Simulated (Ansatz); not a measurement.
Electronic density of states of amorphous Si15B15N35, density 2.20 g/cm³, on a 2×2×2 Γ-centred mesh with a Gaussian width of 0.1 eV; energies count from the Fermi level, whose place inside the gap is arbitrary. Cell and mesh are small, so fine structure isn't converged. These are PBE, scalar-relativistic without spin-orbit coupling (plane waves to 420 eV, PAW; Ansatz, a first-principles code) values and carry that method's errors. Sampling: a 2×2×2 Γ-centred mesh; Fermi-Dirac width 0.02 eV; no spin polarisation. At PBE the levels at the filled edge of the gap are localised (band-tail or defect states), and the nearest spread-out levels lie 2.6 eV apart at the zone centre.

A CHGNet melt-quench gave the starting glass, which DFT then relaxed. N atoms were pushed apart under 1.9 Å during the dynamics, to hinder bonds among them. The hot cell started wider than the set density and was brought back towards it in steps. It is the lowest in DFT energy of 2 quenches. It is a model cell: composition and starting density were chosen by hand, and all elements were melted together. No dispersion term was used. Its density started from a set value of 2.20 and ended at 2.20 g/cm³. The quench (nominally 500 K/ps over its main leg) was far faster than any real one, so the model tends to hold more defects than a real film. Values belong to this one cell and scatter from quench to quench. The volume was held where the preparation left it and the shape relaxed, at a PBE pressure of -3.9 GPa (tension). Stress components on the final sampling reach 4.0 GPa. On a 2×2×2 Γ-centred mesh force components of up to 0.14 eV/Å stay, since the relaxation ran on the zone centre alone.

(E - EF (eV), states/(eV atom)): (-12.00, 0.00); (-11.90, 0.00); (-11.80, 0.00); (-11.70, 0.00); (-11.60, 0.00); (-11.50, 0.00); (-11.40, 0.00); (-11.30, 0.00); (-11.20, 0.00); (-11.10, 0.00); (-11.00, 0.02); (-10.90, 0.09); (-10.80, 0.23); (-10.70, 0.23); (-10.60, 0.14); (-10.50, 0.14); (-10.40, 0.21); (-10.30, 0.24); (-10.20, 0.23); (-10.10, 0.25); (-10.00, 0.28); (-9.90, 0.30); (-9.80, 0.24); (-9.70, 0.23); (-9.60, 0.27); (-9.50, 0.28); (-9.40, 0.24); (-9.30, 0.20); (-9.20, 0.24); (-9.10, 0.26); (-9.00, 0.28); (-8.90, 0.27); (-8.80, 0.22); (-8.70, 0.21); (-8.60, 0.26); (-8.50, 0.31); (-8.40, 0.25); (-8.30, 0.22); (-8.20, 0.25); (-8.10, 0.29); (-8.00, 0.31); (-7.90, 0.34); (-7.80, 0.39); (-7.70, 0.36); (-7.60, 0.33); (-7.50, 0.34); (-7.40, 0.40); (-7.30, 0.38); (-7.20, 0.30); (-7.10, 0.32); (-7.00, 0.37); (-6.90, 0.30); (-6.80, 0.31); (-6.70, 0.35); (-6.60, 0.33); (-6.50, 0.37); (-6.40, 0.39); (-6.30, 0.40); (-6.20, 0.44); (-6.10, 0.42); (-6.00, 0.42); (-5.90, 0.44); (-5.80, 0.40); (-5.70, 0.40); (-5.60, 0.41); (-5.50, 0.38); (-5.40, 0.39); (-5.30, 0.40); (-5.20, 0.36); (-5.10, 0.37); (-5.00, 0.43); (-4.90, 0.42); (-4.80, 0.36); (-4.70, 0.35); (-4.60, 0.32); (-4.50, 0.39); (-4.40, 0.49); (-4.30, 0.48); (-4.20, 0.38); (-4.10, 0.33); (-4.00, 0.34); (-3.90, 0.39); (-3.80, 0.39); (-3.70, 0.39); (-3.60, 0.36); (-3.50, 0.35); (-3.40, 0.37); (-3.30, 0.36); (-3.20, 0.33); (-3.10, 0.39); (-3.00, 0.42); (-2.90, 0.39); (-2.80, 0.40); (-2.70, 0.42); (-2.60, 0.41); (-2.50, 0.43); (-2.40, 0.45); (-2.30, 0.46); (-2.20, 0.41); (-2.10, 0.43); (-2.00, 0.41); (-1.90, 0.34); (-1.80, 0.35); (-1.70, 0.35); (-1.60, 0.27); (-1.50, 0.09); (-1.40, 0.01); (-1.30, 0.05); (-1.20, 0.14); (-1.10, 0.16); (-1.00, 0.17); (-0.90, 0.08); (-0.80, 0.01); (-0.70, 0.00); (-0.60, 0.00); (-0.50, 0.00); (-0.40, 0.00); (-0.30, 0.00); (-0.20, 0.00); (-0.10, 0.00); (0.00, 0.00); (0.10, 0.00); (0.20, 0.00); (0.30, 0.00); (0.40, 0.00); (0.50, 0.00); (0.60, 0.00); (0.70, 0.00); (0.80, 0.01); (0.90, 0.07); (1.00, 0.15); (1.10, 0.08); (1.20, 0.03); (1.30, 0.11); (1.40, 0.17); (1.50, 0.16); (1.60, 0.13); (1.70, 0.09); (1.80, 0.09); (1.90, 0.11); (2.00, 0.16); (2.10, 0.21); (2.20, 0.22); (2.30, 0.22); (2.40, 0.26); (2.50, 0.24); (2.60, 0.21); (2.70, 0.15); (2.80, 0.12); (2.90, 0.20); (3.00, 0.27); (3.10, 0.26); (3.20, 0.23); (3.30, 0.24); (3.40, 0.25); (3.50, 0.29); (3.60, 0.30); (3.70, 0.31); (3.80, 0.30); (3.90, 0.29); (4.00, 0.30); (4.10, 0.35); (4.20, 0.37)

The level gap on this mesh is 1.93 eV; the broadening fills part of it in the curve.
